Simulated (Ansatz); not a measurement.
## What Rb → Y does to Rb

Start from Rb in the bcc (W type) structure (space group Im-3m, No. 229; a = 5.5751 Å).

Modification: full substitution Rb → Y, then cell and atoms are relaxed.

The values are results of PBEsol (Ansatz, a quantum-chemistry and plane-wave program), without spin-orbit coupling, not measurements. Settings: 16×16×16 k-points, 0.05 eV Fermi–Dirac smearing, for the changed cell.

```csv
quantity,base,changed,shift
volume per atom,86.64 Å³,31.37 Å³,-55.27 Å³
density,1.64 g/cm³,4.71 g/cm³,+3.07 g/cm³
lattice parameter a,5.575 Å,3.974 Å,-1.601 Å
space group,Im-3m (No. 229),Im-3m (No. 229),–
band gap,zero,zero,–
```

Cost of the whole job for the changed cell (relaxation, final SCF and bands): roughly 40 core-seconds.

Stability against distortions was not tested. As relaxed here, Y is a hypothetical phase, not in the database extracts checked. All final runs are without spin polarisation. Y has a high density of states at the Fermi level and may be magnetic at this level.
